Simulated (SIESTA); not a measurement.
## Worked example: self-consistent single point of Rb3Sb (Fm-3m, 4 atoms in the cell) in SIESTA

Computed with SIESTA 5.4.2 with LDA PW92, numerical atomic orbitals TZP, PseudoDojo LDA standard norm-conserving potentials (rewritten from UPF to PSML).

This input was run:

```
# files in the folder: Sb.psml Rb.psml (PseudoDojo LDA standard)
SystemName  Rb3Sb
SystemLabel Rb3Sb

NumberOfAtoms                4
NumberOfSpecies              2
%block ChemicalSpeciesLabel
  1 51 Sb
  2 37 Rb
%endblock ChemicalSpeciesLabel
LatticeConstant              1.0 Bohr
%block LatticeVectors
     0.000000000    7.985578201    7.985578201
     7.985578201    0.000000000    7.985578201
     7.985578201    7.985578201    0.000000000
%endblock LatticeVectors
AtomicCoordinatesFormat      Ang
%block AtomicCoordinatesAndAtomicSpecies
     0.000000000    0.000000000    0.000000000  1
     4.225786000    4.225786000    4.225786000  2
     2.112893000    2.112893000    2.112893000  2
     6.338679000    6.338679000    6.338679000  2
%endblock AtomicCoordinatesAndAtomicSpecies

XC.functional                LDA
XC.authors                   PW92
PAO.BasisSize                TZP
PAO.EnergyShift              0.005 Ry
MeshCutoff                   300 Ry
%block kgrid.MonkhorstPack
    4   0   0  0.0
    0   4   0  0.0
    0   0   4  0.0
%endblock kgrid.MonkhorstPack
OccupationFunction           FD
ElectronicTemperature        0.1 eV

MaxSCFIterations             150
SCF.Mixer.Method             Pulay
SCF.Mixer.Weight             0.25
SCF.Mixer.History            8
SCF.DM.Tolerance             1.0E-04
Diag.ParallelOverK           true
WriteForces                  true
Charge.Mulliken              end
```

Output (repeated stretches shortened):

```
reinit: Reading from file input.fdf

reinit: System Name: Rb3Sb
reinit: System Label: Rb3Sb

coor:   Atomic-coordinates input format  =     Cartesian coordinates
coor:                                          (in Angstroms)

siesta: Atomic coordinates (Bohr) and species
siesta:      0.00000   0.00000   0.00000  1        1
siesta:      7.98558   7.98558   7.98558  2        2
siesta:      3.99279   3.99279   3.99279  2        3
siesta:     11.97837  11.97837  11.97837  2        4

siesta: System type = bulk

initatomlists: Number of atoms, orbitals, and projectors:      4    52    72

siesta: ******************** Simulation parameters ****************************
redata: Spin configuration                          = none
redata: Time-Reversal Symmetry                      = T
redata: Number of Atomic Species                    =        2
redata: Mesh Cutoff                                 =   300.0000 Ry
redata: Net charge of the system                    =     0.0000 |e|
redata: Min. number of SCF Iter                     =        0
redata: Max. number of SCF Iter                     =      150
redata: SCF convergence failure will abort job
redata: SCF mix quantity                            = Hamiltonian
redata: Mix DM or H after convergence               =   F
redata: Recompute H after scf cycle                 =   F
redata: Mix DM in first SCF step                    =   T
redata: No kicks to SCF
redata: DM Mixing Weight for Kicks                  =     0.5000
redata: Require Harris convergence for SCF          =   F
redata: Harris energy tolerance for SCF             =     0.000100 eV
redata: Require DM convergence for SCF              =   T
redata: DM tolerance for SCF                        =     0.000100
redata: Require EDM convergence for SCF             =   F
redata: EDM tolerance for SCF                       =     0.001000 eV
redata: Require H convergence for SCF               =   T
   [... lines left out ...]
diag: Parallel distribution                         =     1 x     1
diag: Used triangular part                          = Lower
diag: Absolute tolerance                            =  0.100E-15
diag: Orthogonalization factor                      =  0.100E-05
diag: Memory factor                                 =  1.0000

superc: Internal auxiliary supercell:     5 x     5 x     5  =     125
superc: Number of atoms, orbitals, and projectors:    500   6500   9000

                        Single-point calculation

superc: Internal auxiliary supercell:     5 x     5 x     5  =     125
superc: Number of atoms, orbitals, and projectors:    500   6500   9000

outcell: Unit cell vectors (Ang):
        0.000000    4.225786    4.225786
        4.225786    0.000000    4.225786
        4.225786    4.225786    0.000000

outcell: Cell vector modules (Ang)   :    5.976164    5.976164    5.976164
outcell: Cell angles (23,13,12) (deg):     60.0000     60.0000     60.0000
outcell: Cell volume (Ang**3)        :    150.9220
new_DM -- step:     1
Initializing Density Matrix...

Attempting to read DM from file... Failed...
DM filled with atomic data:

InitMesh: MESH = 54 x 54 x 54 = 157464
InitMesh: Mesh cutoff (required, used) =   300.000   338.482 Ry

stepf: Fermi-Dirac step function
        iscf     Eharris(eV)        E_KS(eV)     FreeEng(eV)     dDmax    Ef(eV) dHmax(eV)
   scf:    1    -4664.341899    -4678.712414    -4678.712531  1.760392 -4.808167  4.667104
   scf:    2    -4681.152572    -4680.096369    -4680.098354  0.265161 -4.506210  2.159334
   scf:    3    -4680.559277    -4680.410952    -4680.420232  0.222917 -4.315724  0.927891
   scf:    4    -4680.430913    -4680.424698    -4680.434717  0.089180 -4.378990  0.287893
   scf:    5    -4680.428953    -4680.427689    -4680.438715  0.020256 -4.353993  0.041169
   scf:    6    -4680.427398    -4680.427579    -4680.438894  0.007133 -4.348303  0.004893
   scf:    7    -4680.427589    -4680.427584    -4680.438893  0.000514 -4.348768  0.008671
   scf:    8    -4680.427487    -4680.427537    -4680.438896  0.001051 -4.347850  0.002794
   scf:    9    -4680.427559    -4680.427548    -4680.438896  0.000217 -4.348126  0.000251
   scf:   10    -4680.427549    -4680.427549    -4680.438896  0.000008 -4.348137  0.000162
SCF Convergence by DM+H criterion
max |DM_out - DM_in|         :     0.0000078937
max |H_out - H_in|      (eV) :     0.0001617870
SCF cycle converged after 10 iterations

Using DM_out to compute the final energy and forces

siesta: E_KS(eV) =            -4680.4275

siesta: E_KS - E_eggbox =     -4680.4275

siesta: Atomic forces (eV/Ang):
     1    0.000000    0.000000    0.000000
     2   -0.000000   -0.000000   -0.000000
     3    0.000000    0.000000    0.000000
     4    0.000000    0.000000    0.000000
   Tot    0.000000    0.000000    0.000000
   Max    0.000000
   Res    0.000000    sqrt( Sum f_i^2 / 3N )
   Max    0.000000    constrained

Stress tensor Voigt[x,y,z,yz,xz,xy] (kbar):      -16.17      -16.17      -16.17       -0.00       -0.00       -0.00
(Free)E + p*V (eV/cell)    -4678.9155
Target enthalpy (eV/cell)    -4680.4389

siesta: Program's energy decomposition (eV):
siesta: Ebs     =      -874.078920
siesta: Eions   =      5403.161187
siesta: Ena     =       458.150167
siesta: Ekin    =      2034.352303
siesta: Enl     =      -609.745277
siesta: Eso     =         0.000000
siesta: Edftu   =         0.000000
siesta: DEna    =        20.777261
siesta: DUscf   =         1.264487
siesta: DUext   =         0.000000
siesta: Ex      =     -1072.322425
siesta: Ec      =      -109.742878
siesta: Exc     =     -1182.065303
siesta: Eharris =     -4680.427549
siesta: Etot    =     -4680.427549
siesta: FreeEng =     -4680.438896

siesta: Stress tensor (static) (eV/Ang**3):
siesta:    -0.010094   -0.000000   -0.000000
siesta:    -0.000000   -0.010094   -0.000000
siesta:    -0.000000   -0.000000   -0.010094

siesta: Cell volume =        150.921980 Ang**3

siesta: Pressure (static):
siesta:                Solid            Molecule  Units
siesta:           0.00010993          0.00010993  Ry/Bohr**3
siesta:           0.01009367          0.01009367  eV/Ang**3
siesta:          16.17184299         16.17184244  kBar

mulliken: Atomic and Orbital Populations:

Species: Sb
Atom  Qatom  Qorb
               5s      5s      5s      5py     5pz     5px     5py     5pz
               5px     5py     5pz     5px     4dxy    4dyz    4dz2    4dxz
               4dx2-y2 5dxy    5dyz    5dz2    5dxz    5dx2-y2
   1 16.224   1.655   0.159  -0.126   2.164   2.164   2.164  -0.147  -0.147
             -0.147  -0.526  -0.526  -0.526   2.002   2.002   2.001   2.002

              2.001   0.017   0.017   0.003   0.017   0.003

Species: Rb
Atom  Qatom  Qorb
               4s      5s      5s      5s      4py     4pz     4px     5py
               5pz     5px
   2  8.392   1.873   0.051   0.032   0.270   1.913   1.913   1.913   0.142
              0.142   0.142
   3  8.692   1.880   0.161  -0.194   0.533   1.946   1.946   1.946   0.159
              0.159   0.159
   4  8.692   1.880   0.161  -0.194   0.533   1.946   1.946   1.946   0.159
              0.159   0.159

mulliken: Qtot =       42.000

Mulliken Atomic Populations:
Atom #   charge [q] valence [e]  Species
     1    -1.224079   16.224079  Sb
     2     0.608371    8.391629  Rb
     3     0.307854    8.692146  Rb
     4     0.307854    8.692146  Rb
 Total     0.000000
```

The run converged in 10 iterations.

The starting cell was generated: these elements placed on a structure prototype, without a prior relaxation; it need not be a known phase or ordering of this composition. Values carry the incompleteness of an atom-centred basis.
